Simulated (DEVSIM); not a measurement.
Device: abrupt InP p-n junction, at 300 K.

```tsv
layer (left to right)	material	thickness (μm)	Nd (cm⁻³)	Na (cm⁻³)	τn (s)	τp (s)
1	InP	62.0	-	1.4e15	1.4e-9	1.4e-9
2	InP	22.0	1.4e17	-	1.4e-9	1.4e-9
```

Left contact: ohmic. Right contact: ohmic. Voltage is applied to the left contact. Recombination: SRH at mid-gap, Auger. Mobility is μmin + (μ − μmin)/(1 + (N/Nref)^α).

Constants are typed, rounded textbook-type inputs, not results; the design itself was drawn at random and stands for no fabricated device. Values at 300 K.

```tsv
parameter	InP
gap (eV)	1.344
affinity (eV)	4.38
permittivity	12.5
Nc (cm⁻³)	5.7e17
Nv (cm⁻³)	1.1e19
μn (cm²/Vs)	5200
μp (cm²/Vs)	170
μn,min	400
μp,min	10
Nref,n	3e17
Nref,p	4.9e17
αn	0.47
αp	0.62
Cn (cm⁶/s)	9e-31
Cp (cm⁶/s)	9e-31
```

Simulated with DEVSIM: 1D drift-diffusion, Boltzmann statistics, complete ionisation; no tunnelling, impact ionisation, image-force lowering or self-heating.

Task: Tabulate band edges, carrier densities and field at zero bias.

Result: Energies count from the Fermi level of the right contact; mesh points crowd at the junctions.

| x (μm) | Ec (eV) | Ev (eV) | n (cm⁻³) | p (cm⁻³) | field (V/cm) |
|---|---|---|---|---|---|
| 0.000 | 1.112 | -0.232 | < 1e2 | 1.4e15 | ≈ 0 |
| 0.05124 | 1.112 | -0.232 | < 1e2 | 1.4e15 | ≈ 0 |
| 0.2216 | 1.112 | -0.232 | < 1e2 | 1.4e15 | ≈ 0 |
| 0.7457 | 1.112 | -0.232 | < 1e2 | 1.4e15 | ≈ 0 |
| 3.602 | 1.112 | -0.232 | < 1e2 | 1.4e15 | ≈ 0 |
| 11.81 | 1.112 | -0.232 | < 1e2 | 1.4e15 | ≈ 0 |
| 35.67 | 1.112 | -0.232 | < 1e2 | 1.4e15 | ≈ 0 |
| 56.43 | 1.112 | -0.232 | < 1e2 | 1.4e15 | ≈ 0 |
| 60.24 | 1.112 | -0.232 | < 1e2 | 1.4e15 | ≈ 0 |
| 61.48 | 0.858 | -0.486 | 2200 | 7.7e10 | -9600 |
| 61.85 | 0.360 | -0.984 | 5.1e11 | 320 | -17000 |
| 61.99 | 0.102 | -1.242 | 1.1e16 | < 1e2 | -22000 |
| 62.03 | 0.041 | -1.303 | 1.2e17 | < 1e2 | -3700 |
| 62.13 | 0.036 | -1.308 | 1.4e17 | < 1e2 | ≈ 0 |
| 62.71 | 0.036 | -1.308 | 1.4e17 | < 1e2 | ≈ 0 |
| 64.28 | 0.036 | -1.308 | 1.4e17 | < 1e2 | ≈ 0 |
| 69.48 | 0.036 | -1.308 | 1.4e17 | < 1e2 | ≈ 0 |
| 78.73 | 0.036 | -1.308 | 1.4e17 | < 1e2 | ≈ 0 |
| 82.90 | 0.036 | -1.308 | 1.4e17 | < 1e2 | ≈ 0 |
| 83.68 | 0.036 | -1.308 | 1.4e17 | < 1e2 | ≈ 0 |
| 83.91 | 0.036 | -1.308 | 1.4e17 | < 1e2 | ≈ 0 |
| 84.00 | 0.036 | -1.308 | 1.4e17 | < 1e2 | ≈ 0 |
